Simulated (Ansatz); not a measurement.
**Mo2N in the anti-anatase structure (space group I4_1/amd, No. 141)**

Space group I4₁/amd, origin choice 1 (No. 141); a = b = 4.214 Å, c = 7.954 Å, α = β = γ = 90.00°

| atom | site | symmetry | x | y | z |
|---|---|---|---|---|---|
| Mo | 8e | 2mm. | 0.0000 | 0.0000 | 0.2394 |
| N | 4b | -4m2 | 0.0000 | 0.0000 | 0.5000 |
(The calculation used a cell of 6 atoms; values per cell refer to that cell.)

Calculations: PBEsol (Ansatz, a program for electronic structure), spin-orbit coupling left out. Γ-centred 16×16×16 mesh, Fermi–Dirac width 0.05 eV.

```yaml
volume_per_atom: 11.77 Å³
density: 9.68 g/cm³
band_gap: zero
total_energy: -3391.546 eV/atom (σ→0; compares only within this code and set-up)
```

Stability against distortions was not tested. The final runs are not spin-polarised.
